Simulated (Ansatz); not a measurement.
**WSi2: response to strain**

Base system: WSi2 (space group I4/mmm, No. 139; a = 3.2024 Å, c = 7.8177 Å; relaxed with 0.1 eV smearing). Axes: x, y, z lie along a, b, c of the conventional cell.

Strains are applied to the cell and any free atomic positions relax.

All numbers come from PBEsol (Ansatz, a program for electronic structure), without spin-orbit coupling.

Notes on the quantities. energy relative to the base: free energy F; pressure: mean of the normal stresses, compression positive.

```tsv
variant	energy relative to the base	pressure	shortest interatomic distance
base	0 meV/atom	0.0 GPa	2.588 Å
tensor shear ε_xz = +2.00 %	+14 meV/atom	0.4 GPa	2.580 Å
tensor shear ε_xz = +1.14 %	+4.5 meV/atom	0.1 GPa	2.588 Å
tensor shear ε_xz = +0.57 %	+1.1 meV/atom	0.0 GPa	2.588 Å
tensor shear ε_xz = +0.86 %	+2.6 meV/atom	0.1 GPa	2.588 Å
tensor shear ε_xz = +0.29 %	+0.3 meV/atom	0.0 GPa	2.588 Å
tensor shear ε_xz = +1.71 %	+10 meV/atom	0.3 GPa	2.584 Å
tensor shear ε_xz = +1.43 %	+7.2 meV/atom	0.2 GPa	2.588 Å
```

Stability against distortions was not tested. All final runs are without spin polarisation.
